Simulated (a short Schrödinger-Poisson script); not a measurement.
Stack: MOS inversion layer, SiO2 on p-type Si(100), at 300 K.

```
layer  material  thickness (nm)  Na (cm⁻³)
-----  --------  --------------  ---------
1          SiO2             1.8          -
2            Si             720     3.6e17
```

The device is made up for the run: typed textbook-type constants, with dimensions and the other settings drawn at random. SiO2: permittivity 3.9, conduction-band edge (eV) 3.15, gap (eV) 9, electron mass (mₑ) 0.5. Si: permittivity 11.7, conduction-band edge (eV) 0, gap (eV) 1.124, Nv at 300 K (cm⁻³) 3.1e19.

Channel valleys (confinement mass, in-plane density-of-states mass, number): Δ2 0.916, 0.19, 2; Δ4 0.19, 0.417, 4. At the gate the conduction-band edge of layer 1 lies 3.51 eV − eVg above the Fermi level of the channel; the field vanishes at the back. Gaps are held at their typed values at every temperature. Mesh 0.03 nm at interfaces.

Solved with a short Schrödinger-Poisson script written for these runs: 1D Poisson equation in equilibrium, electrons quantum, Hartree (BenDaniel-Duke, 12 states a valley, the channel's in-plane mass for all, wave functions free to enter the dielectric), parabolic valleys, classical holes, full ionisation, no traps, pinning or gate leakage.

The same stack at other levels of the model or other numerical settings:

```tsv
run	sheet density of all electrons at Vg = 1.25 V (cm⁻²)	sheet density of all electrons at Vg = 0.65 V (cm⁻²)	capacitance at Vg = 1.25 V (μF/cm²)	centroid of the channel electrons at Vg = 1.25 V (nm)	rough cost against the base
base	6.22e12	8.28e11	1.56	1.52	about 1
electrons treated as classical, Boltzmann	7.76e12	[?]	1.80	0.47	0.03
electrons treated as classical, Fermi-Dirac	7.43e12	[?]	[?]	0.62	0.2
mesh six times as coarse	6.20e12	8.21e11	1.55	1.53	0.2
one subband a valley	6.21e12	8.14e11	1.56	1.48	0.4
```

Problem. Fill in the missing entries.

Solution. 
- electrons treated as classical, Boltzmann, sheet density of all electrons at Vg = 0.65 V (cm⁻²): 1.39e12
- electrons treated as classical, Fermi-Dirac, sheet density of all electrons at Vg = 0.65 V (cm⁻²): 1.36e12
- electrons treated as classical, Fermi-Dirac, capacitance at Vg = 1.25 V (μF/cm²): 1.70

The classical rows ignore confinement, and Boltzmann statistics overrate the density once the band edge passes the Fermi level.
